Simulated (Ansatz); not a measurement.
Take BaTiO3 in the cubic perovskite structure (space group Pm-3m, No. 221) as the base.

```
CELL_PARAMETERS angstrom
      3.93456     0.00000     0.00000
      0.00000     3.93456     0.00000
      0.00000     0.00000     3.93456
ATOMIC_POSITIONS crystal
  Ba 0.00000 0.00000 0.00000
  Ti 0.50000 0.50000 0.50000
  O  0.50000 0.00000 0.50000
  O  0.00000 0.50000 0.50000
  O  0.50000 0.50000 0.00000
```

Cartesian axes are those of the cell as printed.

Method: DFT with LDA, PAW potentials and a 420 eV plane-wave cutoff in Ansatz (a quantum-chemistry and plane-wave program), no SOC.

Strains are applied to the cell and any free atomic positions relax.

One change was made to it. Results:

```tsv
quantity	base	after
band gap	1.83 eV	1.79 eV
energy relative to the base (free energy F)	0 meV/atom	+0.9 meV/atom
```

**Question.** Name the change that was made.
A) tensor shear ε_xy = +1.67 %
B) tensor shear ε_xy = +0.67 %
C) tensor shear ε_xy = +1.33 %
D) tensor shear ε_xy = +2.00 %

**Answer.** B, tensor shear ε_xy = +0.67 %. For comparison, the band gap in the other runs: tensor shear ε_xy = +2.00 % gives 1.65 eV; tensor shear ε_xy = +1.67 % gives 1.69 eV; tensor shear ε_xy = +1.33 % gives 1.73 eV.

No phonon test of stability was made. All final runs are without spin polarisation. Many cubic perovskites are stable only at high temperature; tilts and polar distortions were not tested. This is not the structure that BaTiO3 has at room temperature and ambient pressure.
